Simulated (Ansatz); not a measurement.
**SiSe2: pressure series**

The parent structure is SiSe2 (space group Ibam, No. 72; a = 6.615 Å, b = 11.269 Å, c = 5.933 Å; made of chains).

Cell and atoms are relaxed at each pressure.

The values are results of Ansatz (a quantum-chemistry and plane-wave program) PBE, no SOC, not measurements.

Base values:

```
Quantity   Result
--------  -------
Band gap  2.21 eV
```

Question: The aim is a band gap between 0.75 eV and 0.80 eV. Which of these changes reaches it?
A. pressure 7.5 GPa
B. pressure 5 GPa
C. pressure 0.3 GPa
D. pressure 0.7 GPa
E. pressure 10 GPa

Answer: E, pressure 10 GPa. It gives 0.79 eV; pressure 7.5 GPa gives 0.99 eV; pressure 5 GPa gives 1.16 eV; pressure 0.7 GPa gives 1.81 eV; pressure 0.3 GPa gives 2.00 eV. Changes not listed may reach it too

Load acts through the strain it causes; cell and atoms are relaxed under it. Whether these cells are dynamically stable was not tested. Competing high-pressure phases were not computed. No dispersion term is included, though the crystal is made of layers, chains or molecules, so its spacings can come out too wide.
